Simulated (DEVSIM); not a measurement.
System: Pt/La2O3/SiO2/p-Si capacitor, at 400 K.

```
layer (left to right)  material  thickness (nm)  Na (cm⁻³)
---------------------  --------  --------------  ---------
1                         La2O3            6.90          -
2                          SiO2           0.560          -
3                            Si            9200     3.9e15
```

Metal gate on the left, work function 5.6 eV. Fixed charge at the semiconductor interface 1e10 cm⁻² (in units of +e); no interface traps.

Constants are typed, rounded textbook-type inputs, not results; the design itself was drawn at random and stands for no fabricated device. Values at 300 K; Nc and Nv go as T^1.5, mobilities as T to minus their exponent, the gap by Varshni's rule with the affinity fixed.

```
parameter         La2O3  SiO2        Si
----------------  -----  ----  --------
gap (eV)            5.8     9     1.124
affinity (eV)       1.8   0.9      4.05
permittivity         27   3.9      11.7
Nc (cm⁻³)             -     -   2.86e19
Nv (cm⁻³)             -     -    3.1e19
Varshni α (eV/K)      -     -  0.000473
Varshni β (K)         -     -       636
```

Simulated with DEVSIM: 1D Poisson equation in equilibrium, Boltzmann statistics, complete ionisation; no quantum confinement or tunnelling. Metal contacts follow the ideal Schottky-Mott rule: no Fermi-level pinning, no interface dipoles.

The interface trap density was swept, all else fixed.

```json
[
 {"interface trap density (cm^-2 eV^-1)": "0", "threshold voltage (band bending 2φF) (V)": "1.24", "minimum of the low-frequency capacitance (μF/cm²)": "0.0341", "flat-band voltage (V)": "0.78"},
 {"interface trap density (cm^-2 eV^-1)": "1e10", "threshold voltage (band bending 2φF) (V)": "1.24", "minimum of the low-frequency capacitance (μF/cm²)": "___", "flat-band voltage (V)": "0.78"},
 {"interface trap density (cm^-2 eV^-1)": "1e11", "threshold voltage (band bending 2φF) (V)": "1.24", "minimum of the low-frequency capacitance (μF/cm²)": "0.0495", "flat-band voltage (V)": "0.78"},
 {"interface trap density (cm^-2 eV^-1)": "3e11", "threshold voltage (band bending 2φF) (V)": "1.24", "minimum of the low-frequency capacitance (μF/cm²)": "0.0798", "flat-band voltage (V)": "0.77"},
 {"interface trap density (cm^-2 eV^-1)": "1e12", "threshold voltage (band bending 2φF) (V)": "1.25", "minimum of the low-frequency capacitance (μF/cm²)": "0.179", "flat-band voltage (V)": "0.76"},
 {"interface trap density (cm^-2 eV^-1)": "2e12", "threshold voltage (band bending 2φF) (V)": "1.27", "minimum of the low-frequency capacitance (μF/cm²)": "0.306", "flat-band voltage (V)": "0.74"}
]
```

**Question.** Complete the blanks.

**Answer.** 
- 1e10, minimum of the low-frequency capacitance (μF/cm²): 0.0356
